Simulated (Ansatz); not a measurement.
A self-consistent single point of CsVCuF₆ (Imma, 18 atoms in the cell) with Ansatz (an electronic-structure program).

Method of the run: PBEsol, default PAW files made with PBE (plane waves; Ansatz).

The change in words: lattice scaled by 0.985. Reference geometry:
```
CELL_PARAMETERS angstrom
     -3.61721     3.80998     5.35633
      3.61721    -3.80998     5.35633
      3.61721     3.80998    -5.35633
ATOMIC_POSITIONS crystal
  Cs 0.37156 0.62156 0.75000
  Cs 0.62844 0.37844 0.25000
  V  0.00000 0.00000 0.00000
  V  0.50000 0.00000 0.50000
  Cu 0.00000 0.00000 0.50000
  Cu 0.00000 0.50000 0.00000
  F  0.31232 0.06232 0.25000
  F  0.68768 0.93768 0.75000
  F  0.93369 0.68369 0.25000
  F  0.06631 0.31631 0.75000
  F  0.33172 0.68531 0.26057
  F  0.66828 0.31469 0.73943
  F  0.92474 0.07115 0.23943
  F  0.07526 0.92885 0.76057
  F  0.66828 0.92885 0.35359
  F  0.33172 0.07115 0.64641
  F  0.07526 0.31469 0.14641
  F  0.92474 0.68531 0.85359
```
Moments meant for the start (each program seeds them in its own way; μB, in the order of the atoms Cs Cs V V Cu Cu F F F F F F F F F F F F): 0.0 0.0 2.0 2.0 1.0 1.0 0.0 0.0 0.0 0.0 0.0 0.0 0.0 0.0 0.0 0.0 0.0 0.0.

Reference input (self-consistent single point, DFT, PBEsol, plane waves, default PAW files made with PBE): basis.ecutwfc = 420 eV; kpoints.mp_grid.grid = 4 4 4; hamiltonian.xc = pbesol; hamiltonian.pseudopotentials = {kind: paw} (the program's default PAW files); magnetization.spin_polarized = true; scf.occupations.method = methfessel_paxton; scf.occupations.width = 0.136 eV. This run's input differs from it in these lines:

```diff
@@ -3,5 +3,5 @@
   lattice:
-    - [-3.617215, 3.809980, 5.356325]
-    - [3.617215, -3.809980, 5.356325]
-    - [3.617215, 3.809980, -5.356325]
+    - [-3.562957, 3.752830, 5.275980]
+    - [3.562957, -3.752830, 5.275980]
+    - [3.562957, 3.752830, -5.275980]
   atoms:
```

Output (repeated stretches shortened):

```
SCF iter   1: F=—  HF=-39756.662417 eV  |F-HF|=—  |Δ(HF+E_count)|=         —  Δρ=9.71e-2 (↑9.40e-2 ↓9.71e-2)  dr2=7.89e1  dr2_m=9.57e-1  M=2.000 μB ∫|m|=2.906 μB  β_m=0.30  ethr=3.10e-3  ⟨swp⟩=5.9  Hψ=14233  notcnv=0  defer=116
Mixer restart at iter 1: flushing history
all-band conjugate gradients solve this SCF's bands
preconditioner: auto → Kerker (q_TF=auto, 2.497 Å⁻¹)
   [... lines left out ...]
SCF iter  28: F=—  HF=-39735.815470 eV  |F-HF|=—  |Δ(HF+E_count)|=   6.79e-8  S|Δr|=    0.00e0  Δρ=2.36e-5 (↑2.36e-5 ↓2.14e-6)  dr2=2.14e-6  dr2_m=3.06e-7  M=2.000 μB ∫|m|=4.978 μB  β_m=0.95  ethr=2.40e-10  ⟨swp⟩=2.0  Hψ=3544  notcnv=0  defer=493  recentre
SCF iter  29: F=-39735.815470 eV  HF=-39735.815470 eV  |F-HF|=4.56e-8  |Δ(HF+E_count)|=   5.88e-8  S|Δr|=    0.00e0  Δρ=3.71e-6 (↑3.71e-6 ↓1.50e-6)  dr2=5.91e-8  dr2_m=5.80e-9  M=2.000 μB ∫|m|=4.977 μB  ethr=6.02e-11  ⟨swp⟩=10.2  Hψ=17988  notcnv=0
SCF 1 converged in 29 iterations: F = -39735.815470 eV  dr2 = 5.91e-8
WARN: the starting moments were not kept: 2 of 4 ended reversed and 2 kept their direction, counting a site from 0.1 μB …
   [... lines left out ...]
Absolute magnetization: 4.9841 μB (∫|ρ↑−ρ↓|, with the PAW one-centre terms)
Free energy (F): -39735.815470 eV
Fermi energy:    5.981543 eV
   [... lines left out ...]
  atom  18  F      0.50564410    -0.28138158     0.60461584
--- Stress (GPa, compression-positive) ---
       -2.044326      -0.000000       0.000000
       -0.000000      -1.094962      -0.000000
        0.000000      -0.000000      -2.325092
  P = ⅓ Tr σ = -1.8215 GPa (-18.215 kbar)
  The stress holds the Pulay correction. Without it, at fixed plane waves, as pw.x and ABINIT print it: P = -2.3935 GPa
```

The run converged in 29 iterations. Against the reference run the free energy falls by 15.7 meV/atom, the pressure goes from -4.93 to -1.82 GPa, the largest force goes from 1.096 to 0.837 eV/Å and the size of the net moment stays at 0.11 μB/atom.

The starting cell comes from a database of computed structures (which also holds hypothetical and non-ambient phases and stackings), without a prior relaxation at this level. For this run, on top of that: lattice scaled by 0.985. The magnetic order is the one reached from the typed start; others were not searched systematically. The program warned that a starting moment was not kept. Ansatz's pressure includes its estimate of the finite-basis (Pulay) stress. Without the estimate this run gives -2.39 GPa.

Cost on one core of a shared machine: roughly 4 min.

Keys are those of Ansatz 0.2.
